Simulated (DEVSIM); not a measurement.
# CdS/CdTe n-p heterojunction

Structure: CdS/CdTe n-p heterojunction, at 300 K.

```
layer (left to right)  material  thickness (μm)  Nd (cm⁻³)  Na (cm⁻³)   τn (s)   τp (s)
---------------------  --------  --------------  ---------  ---------  -------  -------
1                           CdS           0.170     3.5e17          -  5.3e-10  5.3e-10
2                          CdTe            4.50          -     3.3e16  5.3e-10  5.3e-10
```

Left contact: ohmic. Right contact: ohmic. Voltage is applied to the left contact. Recombination: SRH at mid-gap, radiative, Auger. Mobility is μmin + (μ − μmin)/(1 + (N/Nref)^α).

The device is made up for the run: typed textbook-type constants, with dimensions and the other settings drawn at random. Values at 300 K.

| parameter | CdS | CdTe |
|---|---|---|
| gap (eV) | 2.4 | 1.5 |
| affinity (eV) | 4.3 | 4.28 |
| permittivity | 9 | 10.2 |
| Nc (cm⁻³) | 2.2e18 | 8e17 |
| Nv (cm⁻³) | 1.8e19 | 1.8e19 |
| μn (cm²/Vs) | 300 | 1000 |
| μp (cm²/Vs) | 25 | 80 |
| μn,min | 30 | 100 |
| μp,min | 3 | 10 |
| Nref,n | 1e17 | 1e17 |
| Nref,p | 1e17 | 1e17 |
| αn | 0.6 | 0.6 |
| αp | 0.6 | 0.6 |
| B (cm³/s) | 1e-10 | 1e-10 |
| Cn (cm⁶/s) | 1e-30 | 1e-30 |
| Cp (cm⁶/s) | 1e-30 | 1e-30 |

Simulated with DEVSIM: 1D drift-diffusion, Boltzmann statistics, complete ionisation; no tunnelling, impact ionisation, image-force lowering or self-heating. Band offsets follow the typed affinities; no thermionic-emission limit at abrupt steps, no polarisation charge.

```json
{
  "potential_step_across_the_device_at_zero_bias": "1.270 V",
  "largest_field_in_the_device_at_zero_bias": "130000 V/cm",
  "Dark forward voltage at 1 A/cm²": "1.066 V",
  "Dark forward voltage at 100 A/cm²": "1.297 V"
}
```

Dark reverse current:

```csv
V (V),J (A/cm²)
0.40,6.6e-10
1.00,1.4e-9
2.00,2.3e-9
3.00,3.0e-9
4.00,3.7e-9
6.00,4.8e-9
8.00,5.7e-9
10.00,6.4e-9
13.00,7.5e-9
```

Dark forward current:

(V (V), J (A/cm²)): (-0.05, -2.6e-10); (-0.15, -2.6e-9); (-0.25, -2.0e-8); (-0.35, -1.4e-7); (-0.45, -1.1e-6); (-0.55, -7.9e-6); (-0.65, -6.0e-5); (-0.75, -0.00046); (-0.85, -0.0038); (-0.95, -0.038); (-1.05, -0.61); (-1.15, -12); (-1.25, -63); (-1.35, -150); (-1.45, -270); (-1.55, -430); (-1.65, -630); (-1.75, -880); (-1.85, -1200); (-1.95, -1500)
